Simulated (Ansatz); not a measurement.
The reference is BeSe in the zinc blende structure (space group F-43m, No. 216; a = 5.129 Å).

Perturbation: hydrostatic tension (pressure −2 GPa).

Levels (all Ansatz, a program for electronic structure, PAW): PBEsol (420 eV, without spin-orbit coupling); PBEsol+SOC (420 eV, with spin-orbit coupling).

The geometry is relaxed with PBEsol.

* **PBEsol smallest direct gap**: 4.09 eV
* **PBEsol lowest conduction level above the VBM at special points**: X 2.52 eV; U 3.66 eV; K 3.66 eV; Γ 4.09 eV
* **PBEsol valence-band top at Γ**: 0.00, 0.00, 0.00 eV

How does going to PBEsol+SOC change the smallest direct gap, hole mass, lowest conduction level above the VBM at special points and valence-band top at Γ?

The smallest direct gap shrinks by 0.14 eV to 3.95 eV; the hole mass (degenerate bands, along [100]) amounts to 0.27, 0.46 mₑ (at Γ); the lowest conduction level above the VBM at special points goes from X 2.52 eV; U 3.66 eV; K 3.66 eV; Γ 4.09 eV to X 2.38 eV; U 3.51 eV; K 3.51 eV; Γ 3.95 eV; the valence-band top at Γ (three highest Kramers pairs, from the VBM) changes from 0.00, 0.00, 0.00 eV to 0.00, 0.00, -0.44 eV. The threefold valence maximum splits by Δso ≈ 0.44 eV.

Single points use the geometry relaxed with PBEsol. Differences between runs with and without spin-orbit coupling are approximate. Load acts through the strain it causes; cell and atoms are relaxed under it. Masses are band curvatures over ±0.01 Å⁻¹ around the edge. Whether these cells are dynamically stable was not tested.
